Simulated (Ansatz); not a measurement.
# Hypothetical CsCl type LaN: pressure series

The reference is LaN in the CsCl type structure (space group Pm-3m, No. 221; a = 3.124 Å; a hypothetical phase, not in the database extracts checked).

Cell and atoms are relaxed at each pressure.

Computed with plane-wave PAW DFT at the PBEsol level (Ansatz, a quantum-chemistry and plane-wave program, 420 eV), spin-orbit coupling left out.

Notes on the quantities. enthalpy: H = E + PV relative to the base's energy.

```tsv
case	enthalpy	lattice parameter a
base	–	3.124 Å
pressure −2 GPa	-0.19 eV/atom	3.140 Å
pressure −1 GPa	-0.10 eV/atom	(withheld)
pressure 3 GPa	+0.28 eV/atom	3.102 Å
pressure 7 GPa	+0.65 eV/atom	3.076 Å
pressure 15 GPa	+1.36 eV/atom	3.031 Å
pressure 30 GPa	+2.62 eV/atom	(withheld)
pressure 50 GPa	+4.19 eV/atom	2.895 Å
pressure 75 GPa	+6.01 eV/atom	2.827 Å
pressure 100 GPa	+7.72 eV/atom	(withheld)
```

### Question
Some entries are withheld; estimate them.

### Answer

- pressure −1 GPa, lattice parameter a: 3.132 Å
- pressure 30 GPa, lattice parameter a: 2.964 Å
- pressure 100 GPa, lattice parameter a: 2.773 Å

Load acts through the strain it causes; cell and atoms are relaxed under it. Whether these cells are dynamically stable was not tested. Competing high-pressure phases were not computed. All final runs are without spin polarisation.
